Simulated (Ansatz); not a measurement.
NH3 on the 1x1 (110) surface of zinc-blende GaAs (cut with top plane As + Ga), one in a 2x1 cell, energies for each (46.7 Å²). Energies are against NH3(g), without zero-point or thermal terms; each row is named by its start. No converged result for: 3 more starts.

Host crystal: zinc-blende GaAs, with a band gap (PBE, scalar-relativistic without spin-orbit coupling).

The numbers are results of PBE (plane waves to 420 eV, PAW; Ansatz, a program for electronic structure), not measurements.

Set-up: 24 atoms, 8.6 Å thick at the start under the adsorbate (thin: gaps and levels are the slab's own); mesh 3x4x1; 0.01 eV smearing; dipole correction on; 8 atoms held, the rest relaxed; each run with such symmetry as its start has; no spin, no spin-orbit, no U, no dispersion correction.

A negative adsorption energy means that the adsorbate is more stable on the surface than in its reference. Starts that drift may end in the same place. Heights count from the host atoms within 0.3 Å of the top one.

```json
[
 {"starting site": "hollow As-As-Ga-Ga", "E_ads (eV)": "-0.94", "height (Å)": "1.16", "nearest host atom (Å)": "Ga 2.15", "bonded to": "Ga", "change of the vacuum step (eV)": "-1.32", "lateral drift (Å)": "2.0"},
 {"starting site": "bridge As-Ga (span 5.0 Å)", "E_ads (eV)": "-0.94", "height (Å)": "1.16", "nearest host atom (Å)": "Ga 2.15", "bonded to": "Ga", "change of the vacuum step (eV)": "-1.32", "lateral drift (Å)": "1.2"}
]
```
